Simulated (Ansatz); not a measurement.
Base system: Sc in the hcp (Mg type) structure (space group P6_3/mmc, No. 194; a = 3.329 Å, c = 5.192 Å).

Computed with r2SCAN (Ansatz, a program for electronic structure, PAW, no spin-orbit coupling).

For the base:

```
Item                   Value
-------------------  -------
Lattice parameter a  3.329 Å
c/a ratio              1.559
```

The change: full substitution Sc → Zr; the structure is relaxed again.

**Question.** Predict the new lattice parameter a.

**Answer.** The lattice parameter a decreases by 0.0836 Å, from 3.329 Å to 3.246 Å.

**Question.** What does the calculation give for the c/a ratio after the change?

**Answer.** The c/a ratio goes up by 0.0275 (1.559 → 1.587).

No phonon test of stability was made. The final runs are not spin-polarised.
